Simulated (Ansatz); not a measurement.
Base system: W2C (space group P-3m1, No. 164; a = 3.035 Å, c = 4.656 Å).

The values are results of PBE-D3(BJ) (Ansatz, an electronic-structure program), no SOC, not measurements.

Base values:

Lattice parameter a: 3.035 Å

The change: cell and atoms relaxed at a pressure of 4.5 GPa.

**Question.** Predict the new lattice parameter a.

**Answer.** The lattice parameter a shrinks by 0.016 Å, from 3.035 Å to 3.019 Å.

Load acts through the strain it causes; cell and atoms are relaxed under it. Stability against distortions was not tested. The final runs are not spin-polarised.
